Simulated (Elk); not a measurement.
Band structure of Al (Fm-3m, 1 atom in the cell).

```xyz
1
Lattice="0.0000 2.0027 2.0027 2.0027 0.0000 2.0027 2.0027 2.0027 0.0000" Properties=species:S:1:pos:R:3 pbc="T T T"
Al     0.0000     0.0000     0.0000
```

Method of the run: PBE, all-electron FP-LAPW, Elk's shipped species files, APW+lo basis with extra local orbitals (Elk 10.2.4).

Settings: xctype = 20; rgkmax = 7.5; stype = 3; swidth = 0.00367493 Ha; ngridk = 14 14 14; gmaxvr = 14 1/bohr; nxlo = 2; lorbcnd = true; lmaxi = 3.

The starting cell has typed, rounded lattice constants, without a prior relaxation at this level. Its lattice was rescaled by a random factor within 2.5 % of one. Values depend on the basis (sphere radii, cutoffs, local orbitals), which need not be converged.

Levels in eV from the Fermi level, bands 2 to 8:
```json
[
 {"point": "Γ", "2": "-64.95", "3": "-64.95", "4": "-11.30", "5": "12.78", "6": "12.78", "7": "12.78", "8": "14.47"},
 {"point": "X", "2": "-64.96", "3": "-64.96", "4": "-2.97", "5": "-1.59", "6": "5.29", "7": "5.73", "8": "5.73"},
 {"point": "W", "2": "-64.97", "3": "-64.96", "4": "-0.86", "5": "-0.86", "6": "0.14", "7": "1.26", "8": "16.07"},
 {"point": "K", "2": "-64.96", "3": "-64.96", "4": "-1.92", "5": "-1.39", "6": "-0.34", "7": "6.72", "8": "8.37"},
 {"point": "L", "2": "-64.95", "3": "-64.95", "4": "-4.68", "5": "-4.40", "6": "11.59", "7": "11.59", "8": "11.71"},
 {"point": "U", "2": "-64.96", "3": "-64.96", "4": "-1.92", "5": "-1.39", "6": "-0.34", "7": "6.72", "8": "8.37"}
]
```

Bands cross the Fermi level along this path, so the cell is metallic at this level.
